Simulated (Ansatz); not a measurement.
Here is the system:

End structure of H on the 1x1 (110) surface of bcc V, one in a 2x2 cell, started at the site 'hollow V-V-V':

```
CELL_PARAMETERS angstrom
      5.19126     0.00000     0.00000
     -1.73042     4.89437     0.00000
      0.00000     0.00000    25.50000
ATOMIC_POSITIONS crystal
  V  0.25000 0.25000 0.38024
  V  0.25000 0.75000 0.38024
  V  0.75000 0.25000 0.38024
  V  0.75000 0.75000 0.38024
  V  0.00000 0.00000 0.45817
  V  0.00000 0.50000 0.45817
  V  0.50000 0.00000 0.45817
  V  0.50000 0.50000 0.45817
  V  0.25013 0.24987 0.54247
  V  0.25035 0.74909 0.54207
  V  0.75091 0.24965 0.54207
  V  0.74975 0.75025 0.54068
  V  0.00183 0.00547 0.62158
  V  0.99881 0.50119 0.62018
  V  0.50889 0.99111 0.61926
  V  0.49453 0.49817 0.62158
  H  0.18407 0.31593 0.66316
```

Model: 17-atom slab, 6.1 Å thick at the start under the adsorbate (thin: gaps and levels are the slab's own), 6x6x1 mesh, Fermi-Dirac 0.1 eV, dipole correction, single point; on the structure that PBE left under its start's symmetry; no spin, no spin-orbit, no U, no dispersion correction. At the end it is bonded to 3 V. In PBE it is, or lies within 0.03 eV of, the lowest of the starts that converged; the order may differ at this level.

A negative adsorption energy means that the adsorbate is more stable on the surface than in its reference.

Task: Predict the adsorption energy against ½ H2(g) at the same level from r2SCAN, at the PBE geometry run with Ansatz (a quantum-chemistry and plane-wave program).

Result: -1.13 eV

Task: What change of the step from the bottom to the top vacuum level, against the clean slab does r2SCAN, at the PBE geometry give?

Result: -0.13 eV

Task: Give the work function of the top face at the level r2SCAN, at the PBE geometry.

Result: 4.71 eV

Task: Give the change of the work function at the level r2SCAN, at the PBE geometry.

Result: -0.15 eV
